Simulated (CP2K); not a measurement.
Band structure of MgS2O7 (P-1, 20 atoms in the cell).

```yaml
crystal:
  lattice:
    - [4.82100, 0.00000, 0.00000]
    - [-1.90202, 6.55915, 0.00000]
    - [-0.67371, -0.55062, 8.03193]
  atoms:
    - { symbol: Mg, position: [0.00000, 0.50000, 0.00000] }
    - { symbol: Mg, position: [0.50000, 0.00000, 0.50000] }
    - { symbol: S, position: [0.50589, 0.64594, 0.76753] }
    - { symbol: S, position: [0.49411, 0.35406, 0.23247] }
    - { symbol: S, position: [0.13091, 0.25048, 0.68811] }
    - { symbol: S, position: [0.86909, 0.74952, 0.31189] }
    - { symbol: O, position: [0.73305, 0.56047, 0.81623] }
    - { symbol: O, position: [0.26695, 0.43953, 0.18377] }
    - { symbol: O, position: [0.34327, 0.68121, 0.89814] }
    - { symbol: O, position: [0.65673, 0.31879, 0.10186] }
    - { symbol: O, position: [0.59078, 0.81112, 0.66655] }
    - { symbol: O, position: [0.40922, 0.18888, 0.33345] }
    - { symbol: O, position: [0.28454, 0.47812, 0.63825] }
    - { symbol: O, position: [0.71546, 0.52188, 0.36175] }
    - { symbol: O, position: [0.89731, 0.19143, 0.56207] }
    - { symbol: O, position: [0.10269, 0.80857, 0.43793] }
    - { symbol: O, position: [0.34000, 0.14184, 0.67883] }
    - { symbol: O, position: [0.66000, 0.85816, 0.32117] }
    - { symbol: O, position: [0.05306, 0.27090, 0.85193] }
    - { symbol: O, position: [0.94694, 0.72910, 0.14807] }
```

Level of theory: LDA (Pade form), GPW, DZVP-MOLOPT-SR-GTH basis, GTH-PADE potentials (GTH_POTENTIALS) run with CP2K.

Settings: CUTOFF = 1000 Ry; REL_CUTOFF = 50 Ry; SMEAR/METHOD = GAUSSIAN; SIGMA = 0.05 eV; KPOINTS/SCHEME = MONKHORST-PACK 4 3 2; GAMMA_CENTERED = T; XC_FUNCTIONAL = PADE; Mg/BASIS_SET = DZVP-MOLOPT-SR-GTH; Mg/POTENTIAL = GTH-PADE-q10; S/BASIS_SET = DZVP-MOLOPT-SR-GTH; S/POTENTIAL = GTH-PADE-q6; O/BASIS_SET = DZVP-MOLOPT-SR-GTH; O/POTENTIAL = GTH-PADE-q6; METHOD = GPW.

The starting cell comes from a database of computed structures (which also holds hypothetical and non-ambient phases and stackings), without a prior relaxation at this level. Its lattice was rescaled by a random factor within 2.5 % of one. Values carry the incompleteness of an atom-centred basis.

### Question
Predict the gap along the standard path and the places of the band edges.

### Answer
The gap along the path is 6.36 eV, direct at Γ to within 0.01 eV.

Levels in eV from the top of the valence band on the SCF mesh, bands 61 to 65:
| point | 61 | 62 | 63 | 64 | 65 |
|---|---|---|---|---|---|
| X | -0.42 | -0.41 | -0.22 | -0.02 | 7.43 |
| Γ | -0.53 | -0.34 | -0.25 | 0.00 | 6.36 |

Higher empty bands are left out: an atom-centred basis made for the valence describes them poorly.
